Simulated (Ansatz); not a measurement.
Given:

```
SrVO3
1.0
    3.63986     0.00000     0.00000
    0.00000     3.63986     0.00000
    0.00000     0.00000     3.63986
Sr V O
1 1 3
Direct
  0.00000   0.00000   0.00000
  0.50000   0.50000   0.50000
  0.00000   0.50000   0.50000
  0.50000   0.50000   0.00000
  0.50000   0.00000   0.50000
```

No spin polarisation.

Level of theory: PBEsol/PAW in Ansatz (a quantum-chemistry and plane-wave program), no spin-orbit coupling. Settings: 12×12×12 k-points, 0.05 eV Fermi–Dirac smearing.

**Question.** Predict the band gap and pressure.

**Answer.** 
```json
{
  "band_gap": "zero",
  "pressure": "36.9 GPa"
}
```

The cells carry an imposed strain or load. No phonon test of stability was made. No Hubbard U is applied, and correlation can decide whether such a compound is a metal. The final runs are not spin-polarised. The cell was made from SrVO3 in the cubic perovskite structure (space group Pm-3m, No. 221) by this change: isotropic strain −4.45 %.
